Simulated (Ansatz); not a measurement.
**Nb₂CS (space group P6_3/mmc, No. 194; a cell from a computed database, its experimental status unchecked)**

Space group P6₃/mmc (No. 194); a = 3.2683 Å, b = 3.2683 Å, c = 11.5634 Å, α = 90.00°, β = 90.00°, γ = 120.00°

| atom | site | symmetry | x | y | z |
|---|---|---|---|---|---|
| Nb | 4f | 3m. | 0.3333 | 0.6667 | 0.0961 |
| C | 2a | -3m. | 0.0000 | 0.0000 | 0.0000 |
| S | 2d | -6m2 | 0.6667 | 0.3333 | 0.2500 |

Calculations: PBEsol, PAW, 420 eV (Ansatz, an electronic-structure program; without spin-orbit coupling). Settings: 16×16×4 k-points, 0.05 eV Fermi–Dirac smearing.

```yaml
volume_per_atom: 13.37 Å³
density: 7.14 g/cm³
band_gap: zero
total_energy: -2531.552 eV/atom (σ→0; compares only within this code and set-up)
```

Stability against distortions was not tested. The final runs are not spin-polarised.
